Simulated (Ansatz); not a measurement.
# A computed series for hypothetical CdI2 type CeO2: pressure series

Start from CeO$_{2}$ in the CdI2 type structure (space group P-3m1, No. 164; a = 3.601 Å, c = 4.525 Å; a hypothetical phase, not in the database extracts checked).

Cell and atoms are relaxed at each pressure.

Computed with plane-wave PAW DFT at the PBE-D3(BJ) level (Ansatz, a quantum-chemistry and plane-wave program, 420 eV), no spin-orbit coupling.

```
P (GPa)  V (Å³/atom)
-------  -----------
0.30          16.711
0.70          16.453
1.50          16.029
5.00          14.853
7.50          14.300
10.00         13.858
```

A third-order Birch–Murnaghan fit to these points gives V₀ = 16.91 Å³/atom, B₀ = 23 GPa and B₀′ = 8.6. At pressure 10 GPa the volume is 81.9 % of V₀.

Between the base and pressure 1.5 GPa the gap moves from 2.25 eV to 2.19 eV, a mean slope of -41 meV/GPa.

Load acts through the strain it causes; cell and atoms are relaxed under it. Stability against distortions was not tested. Competing high-pressure phases were not computed. Seeded moments were not kept for the base. All final runs are without spin polarisation.
